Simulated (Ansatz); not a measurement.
The starting structures come from a database of crystals and need not be the phases stable at ambient conditions.

 Where the default PAW files enter, the runs use the earlier of Ansatz's two default sets.

Tunnelling through a barrier is set by its complex band structure: the current falls as exp(−2κd) with the smallest κ.

Data:

```
CELL_PARAMETERS angstrom
      4.98540     0.00000     0.00000
      0.00000     7.08994     0.00000
      0.00000     0.00000     4.84693
ATOMIC_POSITIONS crystal
  Al 0.96949 0.60960 0.25215
  Al 0.03051 0.39040 0.74785
  Al 0.46949 0.89040 0.24785
  Al 0.53051 0.10960 0.75215
  Al 0.03051 0.10960 0.24785
  Al 0.96949 0.89040 0.75215
  Al 0.53051 0.39040 0.25215
  Al 0.46949 0.60960 0.74785
  O  0.89802 0.34600 0.10702
  O  0.10198 0.65400 0.89298
  O  0.39802 0.15400 0.39298
  O  0.60198 0.84600 0.60702
  O  0.10198 0.84600 0.39298
  O  0.89802 0.15400 0.60702
  O  0.60198 0.65400 0.10702
  O  0.39802 0.34600 0.89298
  O  0.75000 0.00000 0.04940
  O  0.25000 0.00000 0.95060
  O  0.25000 0.50000 0.45060
  O  0.75000 0.50000 0.54940
```

Space group of this cell: Pbcn. The cell is taken as given; by r2SCAN its mean pressure is -7.5 GPa.

Transport runs along the normal of the first two printed cell vectors.

No gap correction and no spin-orbit coupling; mid-gap values are interpolated between computed energies.

Give the band gap and the smallest decay constant κ at mid-gap that r2SCAN (Ansatz, a first-principles code) yields.

Gap 6.20 eV on a 6×4×6 mesh; κ = 0.379 1/Å, at the zone centre.
